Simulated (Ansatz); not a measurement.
The starting structures come from a database of crystals and need not be the phases stable at ambient conditions.

 Where the default PAW files enter, the runs use the earlier of Ansatz's two default sets.

# Evanescent states of SnPbF$_{4}$ (P4/nmm, not sure to be the ambient phase, 12 atoms a cell, 16.5 Å³ an atom, -2 GPa at this level) along the normal of (001)

Calculation: r2SCAN (plane waves, PAW; Ansatz, a first-principles code).

No gap correction and no spin-orbit coupling; mid-gap values are interpolated between computed energies.

Energies count from the valence-band top; κ is the least over a 8×8 mesh across the current.

```json
[
 {"E (eV)": "0.09", "κ (1/Å)": "0.251", "where": "Γ"},
 {"E (eV)": "0.27", "κ (1/Å)": "0.303", "where": "Γ"},
 {"E (eV)": "0.45", "κ (1/Å)": "0.355", "where": "Γ"},
 {"E (eV)": "0.63", "κ (1/Å)": "0.405", "where": "Γ"},
 {"E (eV)": "0.81", "κ (1/Å)": "0.409", "where": "Γ"},
 {"E (eV)": "0.99", "κ (1/Å)": "0.411", "where": "Γ"},
 {"E (eV)": "1.17", "κ (1/Å)": "0.411", "where": "Γ"},
 {"E (eV)": "1.35", "κ (1/Å)": "0.409", "where": "Γ"},
 {"E (eV)": "1.53", "κ (1/Å)": "0.405", "where": "Γ"},
 {"E (eV)": "1.71", "κ (1/Å)": "0.400", "where": "Γ"},
 {"E (eV)": "1.89", "κ (1/Å)": "0.393", "where": "Γ"},
 {"E (eV)": "2.07", "κ (1/Å)": "0.385", "where": "Γ"},
 {"E (eV)": "2.25", "κ (1/Å)": "0.375", "where": "Γ"},
 {"E (eV)": "2.43", "κ (1/Å)": "0.364", "where": "Γ"},
 {"E (eV)": "2.61", "κ (1/Å)": "0.350", "where": "Γ"},
 {"E (eV)": "2.79", "κ (1/Å)": "0.335", "where": "Γ"},
 {"E (eV)": "2.97", "κ (1/Å)": "0.316", "where": "Γ"},
 {"E (eV)": "3.15", "κ (1/Å)": "0.294", "where": "Γ"},
 {"E (eV)": "3.33", "κ (1/Å)": "0.268", "where": "Γ"},
 {"E (eV)": "3.51", "κ (1/Å)": "0.232", "where": "Γ"},
 {"E (eV)": "3.69", "κ (1/Å)": "0.140", "where": "off Γ"}
]
```

Question: How thick must the barrier be to attenuate the transmission by 10^6 when the electrodes' Fermi level lies at 0.45 eV, and what attenuation does that film give at 3.51 eV?

Answer: d = 6 ln 10 / (2 × 0.355) = 19.5 Å. At 3.51 eV it gives 6 × 0.232/0.355 = 3.9 decades.
